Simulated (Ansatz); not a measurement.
Start from W in the diamond structure (space group Fd-3m, No. 227; a = 5.8295 Å; a hypothetical phase, not in the database extracts checked). Axes: x, y, z lie along the cube axes.

(Cell as relaxed with PBE.)

Levels (all Ansatz, a quantum-chemistry and plane-wave program, PAW): PBE (420 eV, no spin-orbit coupling); PBEsol (420 eV, no SOC).

Each level relaxes its own structure.

```json
[
 {"base": "volume per atom", "PBE": "24.76 Å³", "PBEsol": "23.83 Å³"},
 {"base": "lattice parameter a", "PBE": "5.829 Å", "PBEsol": "5.755 Å"},
 {"base": "band gap", "PBE": "zero", "PBEsol": "zero"}
]
```

Modification: a free-standing slab of 5 layers (10 atoms, 2 a layer) is cut normal to [110], with 15 Å of vacuum and the in-plane cell held at bulk.

| quantity | PBE | PBEsol |
|---|---|---|
| excess energy per area of both faces (slab less bulk energy over the cell's area: twice a surface energy) (uncertain by up to 0.07 J/m²) | 2.7 J/m² | ___ |
| band gap | zero | ___ |
| shortest interatomic distance | 2.469 Å | ___ |

**Question.** What does PBEsol give?

**Answer.** 
- excess energy per area of both faces (slab less bulk energy over the cell's area: twice a surface energy) (uncertain by up to 0.07 J/m²), PBEsol: 3.1 J/m²
- band gap, PBEsol: zero
- shortest interatomic distance, PBEsol: 2.441 Å

PBE's excess energy per area of both faces lies 0.4 J/m² below PBEsol's; PBE's shortest interatomic distance lies 0.0286 Å above PBEsol's (1.2 %); the two agree on the band gap. Neither level is exact; PBEsol is the comparison here, not a measurement.

The excess energy carries the mismatch between the slab's and the bulk's meshes. Stability against distortions was not tested. The final runs are not spin-polarised. W has a high density of states at the Fermi level and may be magnetic at this level.
